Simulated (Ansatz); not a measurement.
Effective masses and thermopower of CdS under load (space group P6_3mc)

Consider the following.

```
CdS
1.0
    4.08117     0.00000     0.00000
   -2.04059     3.53440     0.00000
    0.00000     0.00000     6.77582
Cd S
2 2
Direct
  0.66667   0.33333   0.50259
  0.33333   0.66667   0.00259
  0.66667   0.33333   0.87441
  0.33333   0.66667   0.37441
```

These are PBEsol with spin-orbit coupling, rigid bands (plane waves, PAW; Ansatz, an electronic-structure program) values and carry that method's errors. Condition of this run: biaxial stress xx = yy = 1 GPa (compression positive) (the target of the relaxation). Geometry: cell and atoms relaxed with PBEsol, then loaded as said.

The band gap comes out as 1.06 eV and the electron conductivity mass (300 K, dilute) is 0.138 (x), 0.138 (y), 0.124 (z) mₑ. The hole conductivity mass (300 K, dilute) comes out as 1.04 (x), 1.04 (y), 1.61 (z) mₑ and the effective density of states N_c (300 K) is 1.1e18 cm⁻³. The effective density of states N_v (300 K) is 3.7e19 cm⁻³ and the density-of-states mass, electrons is 0.126 mₑ. The density-of-states mass, holes comes out as 1.31 mₑ, the Seebeck coefficient, n-type 1e19 cm⁻³, 300 K is -82 μV/K and the best n-type power factor at 300 K for τ = 10 fs (best axis; densities from 1e16 to 1e21 cm⁻³ tried, whether or not they can be reached) comes out as 1.48 μW/(cm·K²) at 3e18 cm⁻³. The Seebeck coefficient, p-type 1e19 cm⁻³, 300 K is 365 μV/K.

Rigid bands; masses and Seebeck coefficients take one relaxation time τ for all states and one kind of carrier; polarons and phonon drag are left out.
